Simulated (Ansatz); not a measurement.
For PtGe2 (model structure, started from the MoSi2 type, I4/mmm, No. 139, 3 atoms in the cell), PBE (plane waves, PAW; Ansatz, a program for electronic structure) gives:

- lattice parameter a = 3.634 Å
- c axis length = 7.989 Å
- formation enthalpy = 0.019 eV/atom

Q: What does PBE-D3(BJ) (plane waves, PAW; Ansatz) give for the same quantities?

A: 
- lattice constant a: 3.576 Å (falls by 1.6 %)
- lattice parameter c: 7.929 Å (falls by 0.8 %)
- formation enthalpy: -0.010 eV/atom (moves by -0.029 eV/atom)

Changes are worked out from the printed values.

Unless a cell is named, each level is at its own relaxed cell (PBE 17.58, PBE-D3(BJ) 16.90 Å³/atom).

Levels without +SOC leave out spin–orbit coupling, which shifts energies and cells of such heavy elements.

Ansatz's density-functional and Hartree–Fock values are scalar-relativistic unless marked +SOC, with PAW data made under PBE.

A model structure was made by putting elements into a prototype or built by hand; it is no filed structure, need not be a known phase, and can be a saddle point held by its symmetry.
